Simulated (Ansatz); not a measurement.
Cost and result by functional for the adsorption energy of H2O on the 1x1 (0001) surface of corundum (cut with top plane Al), one in a 1x1 cell, started at the site 'over Al at depth 1.0 Å', in Ansatz (plane waves, PAW). Single points on the PBE structure, on one kind of machine; costs are rough ratios of the slab run's core time (references not counted) to the cheapest single point. r2SCAN's cost holds its higher cutoff (500 against 420 eV). Differences are taken against HSE06 for comparison alone: no measured value is at hand, so the table doesn't rank accuracy. HSE06 ran on a coarser k-mesh, which lowers its cost and may carry part of its shift.

Host crystal: corundum, with a band gap (PBE, scalar-relativistic without spin-orbit coupling).

Slab: 23 atoms, 6.7 Å thick at the start under the adsorbate (thin: gaps and levels are the slab's own); k 6x6x1, smearing 0.01 eV, dipole-corrected; 9 atoms held, the rest relaxed; no symmetry held; no spin, no spin-orbit, no U, no dispersion correction. At the end it is bonded to Al. In PBE it is, or lies within 0.03 eV of, the lowest of the starts that converged. These notes are the PBE run's. Adsorption energies are against H2O(g). A negative adsorption energy means that the adsorbate is more stable on the surface than in its reference.

| functional | relative cost | adsorption energy (eV) | less HSE06 (eV) |
|---|---|---|---|
| RPBE | 1 | -0.70 | 0.24 |
| r2SCAN | 2 | -1.11 | -0.16 |
| HSE06 | 20 | -0.95 | 0.00 |
| PBE (the relaxed run's value) | – | -0.95 | 0.00 |

The values span 0.40 eV, while the single points' costs differ by a factor of roughly 20. Differences are of unrounded values.

Ansatz is a first-principles code.
